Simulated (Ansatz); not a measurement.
MgS (F-43m, No. 216, 2 atoms in the cell; start mp-13032; metastable phase), treated with LDA in Ansatz (PAW).

Settings: plane-wave cutoff 520 eV, 10×10×10 k mesh, Fermi–Dirac smearing 0.01 eV, scalar-relativistic PAW data made under PBE.

Cell (relaxed with PBEsol):

MgS is taken in the cubic space group F-43m (No. 216), the zinc blende structure, Pearson symbol cF8. Cell: a = b = c = 5.6516 Å, α = β = γ = 90.00°. Mg on 4a is surrounded by 4 S at 2.447 Å (tetrahedral). S on 4d is coordinated by 4 Mg at 2.447 Å (tetrahedral). (Neighbours: up to the widest gap in distance over summed covalent radii, below 1.35, at either atom; cation-cation and far metal-metal contacts left out.)
(The calculation used a cell of 2 atoms; values per cell refer to that cell.)

Question: Give the computed band gap.

Answer: 
band gap: 3.21 eV (direct)

Note: cell and atoms aren't relaxed at this level (pressure -1.8 GPa).

Computed values are for the static lattice.

It cost around 9 core-seconds (rough) of CPU time.

A start named mp-… is a Materials Project structure, which need not be a measured phase.

Ansatz is an electronic-structure program.
